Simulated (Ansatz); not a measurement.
Cell of (GaP)2/(InP)4 zinc blende (110) superlattice on InP, with its geometry taken from a PBE run:

```
CELL_PARAMETERS angstrom
      4.21475     0.00000     0.00000
      0.00000     5.95575     0.00000
      0.00000     0.00000    12.18008
ATOMIC_POSITIONS crystal
  Ga 0.00000 0.99362 0.99963
  P  0.50000 0.22461 0.00235
  Ga 0.50000 0.49362 0.15214
  P  0.00000 0.72461 0.14942
  In 0.00000 0.00316 0.31454
  P  0.50000 0.26108 0.31350
  In 0.50000 0.50797 0.48824
  P  0.00000 0.75957 0.49006
  In 0.00000 0.00797 0.66353
  P  0.50000 0.25957 0.66171
  In 0.50000 0.50316 0.83722
  P  0.00000 0.76108 0.83827
```

All values below come from r2SCAN (plane waves to 500 eV, PAW; Ansatz, a first-principles code). Spin–orbit coupling is left out. Its k-point mesh 6×4×2, Fermi–Dirac width 0.01 eV.

**Question.** Give the plane-averaged electrostatic potential energy of an electron along the normal (the smooth PAW potential), about its mean over the cell.

**Answer.** 
```
z (Å) | V (eV)
    0.000 | ######## -2.11
    0.135 | ######## -1.95
    0.271 | ########## -1.37
    0.406 | ############## -0.41
    0.541 | ################## 0.79
    0.677 | ####################### 1.99
    0.812 | ########################## 2.88
    0.947 | ########################### 3.13
    1.083 | ######################### 2.63
    1.218 | ##################### 1.60
    1.353 | ################# 0.37
    1.489 | ############ -0.78
    1.624 | ######### -1.62
    1.759 | ######## -2.05
    1.895 | ######## -2.06
    2.030 | ######### -1.63
    2.165 | ############ -0.79
    2.301 | ################# 0.37
    2.436 | ##################### 1.63
    2.571 | ########################## 2.75
    2.707 | ############################ 3.47
    2.842 | ############################# 3.60
    2.977 | ########################### 3.05
    3.113 | ###################### 1.88
    3.248 | ################ 0.30
    3.383 | ########## -1.35
    3.519 | ##### -2.76
    3.654 | ## -3.71
    3.789 |  -4.12
    3.925 |  -4.00
    4.060 | ### -3.33
    4.195 | ####### -2.14
    4.331 | ############# -0.58
    4.466 | ################### 1.09
    4.601 | ######################### 2.56
    4.737 | ############################# 3.54
    4.872 | ############################## 3.94
    5.007 | ############################# 3.73
    5.143 | ########################## 2.91
    5.278 | ##################### 1.58
    5.413 | ############### -0.06
    5.549 | ######### -1.68
    5.684 | #### -2.99
    5.819 | # -3.83
    5.955 |  -4.12
    6.090 | # -3.88
    6.225 | #### -3.09
    6.361 | ######### -1.79
    6.496 | ############### -0.17
    6.631 | ##################### 1.51
    6.767 | ########################## 2.89
    6.902 | ############################# 3.72
    7.037 | ############################## 3.93
    7.173 | ############################ 3.51
    7.308 | ######################### 2.47
    7.443 | ################### 0.95
    7.579 | ############# -0.74
    7.714 | ####### -2.28
    7.849 | ### -3.42
    7.985 |  -4.02
    8.120 |  -4.08
    8.255 | ## -3.60
    8.391 | ###### -2.59
    8.526 | ########### -1.15
    8.661 | ################# 0.52
    8.797 | ####################### 2.08
    8.932 | ########################### 3.25
    9.067 | ############################## 3.87
    9.203 | ############################## 3.87
    9.338 | ############################ 3.27
    9.473 | ####################### 2.10
    9.609 | ################# 0.53
    9.744 | ########### -1.14
    9.879 | ###### -2.60
   10.015 | ## -3.62
   10.150 |  -4.10
   10.285 |  -4.04
   10.421 | ### -3.44
   10.556 | ####### -2.32
   10.691 | ############ -0.80
   10.827 | ################### 0.86
   10.962 | ######################## 2.34
   11.097 | ############################ 3.32
   11.233 | ############################# 3.63
   11.368 | ############################ 3.29
   11.503 | ######################## 2.41
   11.639 | #################### 1.20
   11.774 | ############### -0.05
   11.909 | ########### -1.12
   12.045 | ######### -1.82
```
